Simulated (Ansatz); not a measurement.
Point-defect migration in bcc W

Some mobile defects of bcc W. All values below come from PBE, PAW (plane waves to 420 eV; Ansatz, an electronic-structure program).

Each figure is the lowest single hop between equivalent sites among the routes that converged and passed our checks, counted from the lowest site run. It need not be the barrier to long-range diffusion, and untried routes may lie lower. Climbing-image NEB, static nuclei, fixed cells, no finite-size correction; on the finer meshes named, energies are single points at the band's geometries. Saddle orders were checked for a part of the study's bands only and are not shown. Vacancies start on their lattice site; split forms were not set up. Spin-orbit coupling is left out.

```csv
Defect,Route,Hop (Å),Direction in the unit cell,Neighbours at the saddle,Cell
"interstitial P, charge 0",P moves farthest,2.24,"(-0.50, 0.50, 0.00)","W at 2.15, 2 W at 2.17, 2 W at 2.42 Å","36 sites, 3×3×5 shifted"
"W vacancy, charge 0",a nearby W jumps into the vacancy,2.69,"(-0.49, -0.49, 0.48)","2 W at 2.68, W at 2.70, 2 W at 2.73, W at 2.75, W at 3.26, 2 W at 3.27 Å","36 sites, 3×3×5 shifted"
"interstitial N, charge 0",N moves farthest,1.59,"(0.00, 0.00, -0.50)",4 W at 1.95 Å,"36 sites, 3×3×5 shifted"
"interstitial C, charge 0",C moves farthest,1.59,"(0.00, 0.00, -0.50)",4 W at 1.99 Å,"36 sites, 3×3×5 shifted"
"interstitial B, charge 0",B moves farthest,1.59,"(0.00, 0.00, -0.50)",4 W at 2.04 Å,"36 sites, 3×3×5 shifted"
```

**Question.** Order these hops by barrier, lowest first, with values.

**Answer.** interstitial N, charge 0: 0.68 eV; interstitial P, charge 0: 1.09 eV; interstitial C, charge 0: 1.55 eV; interstitial B, charge 0: 1.64 eV; W vacancy, charge 0: 1.65 eV. Gaps under about 0.1 eV are within the calculation's error.
